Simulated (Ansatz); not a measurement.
The starting structures come from a database of crystals and need not be the phases stable at ambient conditions.

 Where the default PAW files enter, the runs use the earlier of Ansatz's two default sets.

Data:

```xyz
14
Lattice="5.8154 0.0000 0.0000 -1.9385 5.4829 0.0000 1.9385 2.7414 4.6058" Properties=species:S:1:pos:R:3 pbc="T T T"
Hf    -0.4846     4.4548     0.5757
Hf     1.4539     5.1402     2.8787
Hf     2.4231     2.3987     1.7272
Hf     4.3616     7.1962     4.0301
Hf     5.3308     1.3707     1.1515
Hf     4.3616     4.1121     3.4544
N      4.1361     1.7371     2.9185
N      5.1053     6.1207     2.3029
N      2.1976     3.1078     3.9902
N      4.0689     2.7414     0.0000
N      0.2591     3.3793     2.3029
N      3.1668     0.3664     0.6156
N      1.1612     2.7414     0.0000
N      3.1668     4.4786     1.6873
```

Space group of this cell: Fdd2. The cell is strained (lengths along the current scaled by 0.97, ions clamped); by r2SCAN its mean pressure is 7.3 GPa.

Transport runs along the normal of the first two printed cell vectors.

No gap correction and no spin-orbit coupling; mid-gap values are interpolated between computed energies.

State the band gap and the smallest decay constant κ at mid-gap according to r2SCAN in Ansatz (a first-principles code).

Gap 1.23 eV on a 8×8×8 mesh; κ = 0.190 1/Å, at the zone centre.
